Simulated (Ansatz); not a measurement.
The structure below was relaxed with Kohn–Sham DFT with the PBEsol functional, run in Ansatz (a quantum-chemistry and plane-wave program) with PAW and 420 eV plane waves, without spin-orbit coupling.

Space group Cmcm (No. 63); a = 4.2333 Å, b = 9.6694 Å, c = 3.9217 Å, α = 90.00°, β = 90.00°, γ = 90.00°

| atom | site | symmetry | x | y | z |
|---|---|---|---|---|---|
| Sc | 4c | m2m | 0.0000 | 0.1400 | 0.7500 |
| Re | 4c | m2m | 0.0000 | 0.5674 | 0.2500 |

Question: Write out a cell with all atoms.

Answer: 
```xyz
8
Lattice="4.2333 0.0000 0.0000 0.0000 9.6694 0.0000 0.0000 0.0000 3.9217" Properties=species:S:1:pos:R:3 pbc="T T T"
Sc     2.1167     3.4807     0.9804
Sc     0.0000     1.3540     2.9413
Re     2.1167     0.6519     0.9804
Re     0.0000     4.1828     2.9413
Sc     0.0000     8.3154     0.9804
Sc     2.1167     6.1887     2.9413
Re     0.0000     5.4866     0.9804
Re     2.1167     9.0175     2.9413
```
This is the conventional cell.

No phonon test of stability was made. The final runs are not spin-polarised. The cell was made from ScSi by this change: Si → Re; the result is a hypothetical phase, not in the database extracts checked.
